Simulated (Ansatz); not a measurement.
Start from Cu in the fcc (Cu type) structure (space group Fm-3m, No. 225; a = 3.518 Å; relaxed with 0.1 eV smearing). Axes: x, y, z lie along the cube axes.

Calculations: plane-wave PAW DFT at the LDA level (Ansatz, a quantum-chemistry and plane-wave program, 420 eV), scalar-relativistic without spin-orbit coupling.

Base values:

| Quantity | Value |
|---|---|
| Shortest interatomic distance | 2.488 Å |

Now apply this change: compressive biaxial strain of 0.50 % in the plane normal to [001], as in epitaxy on a mismatched substrate; the out-of-plane cell vector and the atoms relax.

Question: How does this affect the energy relative to the base, out-of-plane strain, shortest interatomic distance and in-plane stress?

Answer: The energy stays essentially unchanged; the out-of-plane strain amounts to +0.70 %; the shortest interatomic distance shrinks by 0.0124 Å to 2.475 Å; the mean in-plane stress (compression positive) is +0.9 GPa.

Stability against distortions was not tested. The final runs are not spin-polarised.
